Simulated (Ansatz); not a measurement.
## A constructed model of the (111)A surface of zinc-blende AlAs, Al-terminated, 2x2 Mg adatom at T4 (bottom of the slab: 3 H on 4 bottom sites)

Computed with PBE (plane waves to 420 eV, PAW; Ansatz, an electronic-structure program).

Slab: 36 atoms, 14.2 Å thick at the start with caps and adatoms; k 3x3x1, smearing 0.025 eV, dipole-corrected; 8 atoms held, the rest relaxed; start symmetry kept, larger cells not searched; spin-polarised, ending with about 1.0 μB a cell; orders that need a larger cell were not tried, no spin-orbit, no U. In PBE it is, or lies within 0.01 eV a 1x1 cell of, the lowest of the 2 structures of its composition computed so far; subsurface sites and larger cells were not tried.

```yaml
gap_of_the_slab_on_its_k_mesh: 0.31 eV
highest_filled_level_below_the_top_vacuum_level: 3.82 eV
energy_released_by_relaxation: 1.30 eV
magnetic_moment_of_the_cell: 1.00 μB
cost: very roughly 50 core-minutes
```
